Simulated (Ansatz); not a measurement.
Checking a run of Ansatz (an electronic-structure program) on SrCl2 (Fm-3m, 3 atoms in the cell). The aim is a self-consistent single point with DFT, revPBE, plane waves, default PAW files made with PBE.

Input:

Ansatz 0.2 input:
```yaml
# SrCl2
crystal:
  lattice:
    - [0.000000, 3.543492, 3.543492]
    - [3.543492, 0.000000, 3.543492]
    - [3.543492, 3.543492, 0.000000]
  atoms:
    - { symbol: Sr, position_ang: [0.000000, 0.000000, 0.000000] }
    - { symbol: Cl, position_ang: [5.315238, 5.315238, 5.315238] }
    - { symbol: Cl, position_ang: [1.771746, 1.771746, 1.771746] }
basis:
  ecutwfc: 105.0
kpoints:
  mp_grid: { grid: [4, 4, 4] }
hamiltonian:
  xc: revpbe
  pseudopotentials: { kind: paw }
scf:
  occupations: { method: gaussian, width: 0.01 }
output:
  forces: true
  eigenvalues: true
  stress: true
```

The program printed (abridged):

```
WARN basis.ecutwfc = 105 eV is below the records' recommended cutoff, and the density's cutoff is lower with it unless basis.ecutrho_ratio is high enough to …
   [... lines left out ...]
Pseudopotential: Cl, paw, valence charge 7
Crystal: 3 atoms, lattice volume = 88.987 Å³
Basis set: ecut = 105 eV, 229 PW (Γ), exchange–correlation on 36×36×36 points (8 copies of the dense FFT grid, shifted against one another)
Bands: 16, of which v1, the nominal top of the filled ones, is band 12 counted from 1 (11 counted from 0)
Symmetry: 48 space group operations
Space group: Fm-3m (ITA 225), of the structure as read, at distance tolerance 4.5e-5 Å
k-points: 8 of 64
PAW frozen core: Sr, regenerated for the run's functional, and the local potential with it
PAW frozen core: Cl, regenerated for the run's functional, and the local potential with it
Initial density: superposition of atomic densities (neutral atoms: chi_scale 0, normalization atom), corrected by the library's trained network
Initial wavefunctions: pseudopotential atomic-orbital guess
Eigensolver: davidson
Functional: x = revpbe(κ = 1.245, μ = 0.2195149727645171), c = pbe(β = 0.06672455060314922)
SCF iter   1: F=—  HF=-5698.004225 eV  |F-HF|=—  |Δ(HF+E_count)|=         —  Δρ=9.80e-2  dr2=5.53e0  ethr=1.77e-3  ⟨swp⟩=5.9  Hψ=727  notcnv=0
all-band conjugate gradients solve this SCF's bands
preconditioner: auto → none
SCF iter   2: F=—  HF=-5696.217314 eV  |F-HF|=—  |Δ(HF+E_count)|=    1.79e0  Δρ=4.08e-2  dr2=6.94e-1  ethr=1.77e-3  ⟨swp⟩=2.0  Hψ=320  notcnv=0
   [... lines left out ...]
SCF iter   4: F=—  HF=-5696.134871 eV  |F-HF|=—  |Δ(HF+E_count)|=   3.44e-3  Δρ=1.41e-3  dr2=8.77e-4  ethr=8.64e-5  ⟨swp⟩=2.6  Hψ=239  notcnv=0
SCF iter   5: F=—  HF=-5696.135243 eV  |F-HF|=—  |Δ(HF+E_count)|=   3.73e-4  Δρ=1.05e-4  dr2=9.18e-6  ethr=3.65e-6  ⟨swp⟩=2.2  Hψ=209  notcnv=0
SCF iter   6: F=—  HF=-5696.144718 eV  |F-HF|=—  |Δ(HF+E_count)|=   9.47e-3  Δρ=3.75e-5  dr2=9.70e-7  ethr=3.82e-8  ⟨swp⟩=2.0  Hψ=253  notcnv=0
SCF iter   7: F=-5696.144719 eV  HF=-5696.144719 eV  |F-HF|=1.50e-8  |Δ(HF+E_count)|=   5.66e-7  Δρ=5.12e-6  dr2=1.40e-8  ethr=4.17e-10  ⟨swp⟩=3.1  Hψ=496  notcnv=0
SCF 1 converged in 7 iterations: F = -5696.144719 eV  dr2 = 1.40e-8
Free energy (F): -5696.144719 eV
Internal energy: -5696.144719 eV  (E = F + TS)
E sigma→0 (E₀):  -5696.144719 eV
Fermi energy:    5.641473 eV
--- Forces (eV/Å), atoms counted from 1 ---
  atom   1  Sr    -0.00000000     0.00000000     0.00000000
   [... zero for the other atoms too ...]
--- Stress (GPa, compression-positive) ---
       -3.734725       0.000000       0.000000
       -0.000000      -3.734725      -0.000000
       -0.000000      -0.000000      -3.734725
  P = ⅓ Tr σ = -3.7347 GPa (-37.347 kbar)
  The stress holds the Pulay correction. Without it, at fixed plane waves, as pw.x and ABINIT print it: P = -97.5395 GPa
```

Is anything amiss in this input, and did it matter?

The run is not sound. The fault is a basis or grid far too coarse for these potentials. Far below the cutoff that the potentials were made for, the basis cannot represent the orbitals near the nuclei, and energies, forces and above all the stress go wrong. To fix it, restore the cutoff that the potentials need and check convergence. The run converged in 7 iterations without an error; against the sound input the free energy goes up by 8.26 eV/atom, the pressure goes from 0.80 to -3.73 GPa and the gap on the mesh goes from 5.444 to 4.580 eV. At a fixed set of plane waves, without the program's Pulay estimate, the pressure is -97.54 GPa against 0.80 GPa.

An input that runs soundly differs in these lines (not the only fix; some lines may just follow from the change or write a value another way):
```diff
-basis:
-  ecutwfc: 105.0
```

With that input, the run converged in 6 iterations: free energy E − TS (on the zero of these files) -5720.9198 eV; top of the valence band (on the code's own zero) 2.76 eV; gap on the k-point mesh 5.44 eV; pressure 0.80 GPa (DFT, revPBE, plane waves, default PAW files made with PBE).

On the sound input: the starting cell comes from a database of computed structures (which also holds hypothetical and non-ambient phases and stackings), without a prior relaxation at this level. Its lattice was rescaled by a random factor within 2.5 % of one. Ansatz's pressure includes its estimate of the finite-basis (Pulay) stress.
